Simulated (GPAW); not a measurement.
## Convergence study of the plane-wave cutoff for K₂Pd (P4mm, 3 atoms in the cell)

```xyz
3
Lattice="5.6841 0.0000 0.0000 0.0000 5.6841 0.0000 0.0000 0.0000 3.6763" Properties=species:S:1:pos:R:3 pbc="T T T"
K      0.0000     2.8420     1.8382
K      2.8420     0.0000     1.8382
Pd     0.0000     0.0000     0.0500
```

Method of the run: PBEsol, GPAW PAW datasets PBEsol (made by gpaw-setup) (plane waves; GPAW).

Base settings: mode = pw; ecut = 600 eV; xc = PBEsol; kpts = 2 2 3; mesh shift (steps) = 0 0 0; occupations.name = fermi-dirac; occupations.width = 0.1 eV; nbands = -9; convergence.density = 1e-05 e/electron; convergence.energy = 1e-05 eV/electron.

The second cell is the first with its lattice scaled by 0.98.

The mesh stays at the base's, so the ladder's end is converged at best in this setting alone.

Only quantities that move along the ladder and can be compared are tabulated.

The count of work is k-points × plane waves × bands × iterations; it is no time. 

The starting cell comes from a database of computed structures (which also holds hypothetical and non-ambient phases and stackings), without a prior relaxation at this level. Its lattice was rescaled by up to half a per cent. One atom was moved a little off its site on purpose. Spin polarisation is off. Without a gap this mesh is coarse (it stands for a supercell whose shortest vector is 11 Å).

```csv
ecut,free energy less the last step's (meV/atom),energy of the compressed cell less the first (meV/atom),pressure (GPa),count of work / last
210 eV,611.39,-8.58,-2.11,0.056
240 eV,529.61,-11.49,-3.14,0.071
270 eV,409.98,-10.93,-4.01,0.076
300 eV,284.55,-7.44,-4.06,0.089
330 eV,179.74,-7.56,-3.53,0.10
360 eV,106.23,-7.61,-2.83,0.11
420 eV,30.60,-8.45,-1.68,0.15
480 eV,6.76,-8.23,-1.13,0.19
540 eV,1.03,-8.51,-0.95,0.21
600 eV,0.00,-8.49,-0.90,0.25
660 eV,-0.12,-8.39,-0.89,0.29
720 eV,-0.15,-8.42,-0.89,0.30
810 eV,-0.11,-8.42,-0.89,0.57
900 eV,-0.11,-8.43,-0.89,0.48
1050 eV,-0.06,-8.45,-0.89,0.67
1200 eV,-0.03,-8.44,-0.89,0.95
1440 eV,0.00,-8.43,-0.89,1.0
```

Coarsest ecut that holds the energy of the compressed cell less the first within 2 meV/atom of the last step, with all finer ones: 300 eV, at 0.089 of the last step's count of work; the step before is off by 2.5 meV/atom.

Coarsest ecut that holds the pressure within 0.1 GPa of the last step, with all finer ones: 540 eV, at 0.21 of the last step's count of work; the step before is off by 0.24 GPa.

Coarsest ecut that holds the free energy within 0.5 meV/atom of the last step, with all finer ones: 600 eV, at 0.25 of the last step's count of work; the step before is off by 1.0 meV/atom.

The energy difference between the two cells stays within 1 meV/atom of the last step's from 300 eV on, the total only from 600 eV on: much of the error is common to both cells and cancels.

Two neighbours can agree and both be off: 300 eV and 330 eV differ by 0.11 meV/atom in the energy of the compressed cell less the first, yet lie about 0.88 meV/atom from the last step.

At the lowest cutoff the pressure lies 1.2 GPa under the last step's, the usual sign of Pulay stress in an incomplete plane-wave basis.
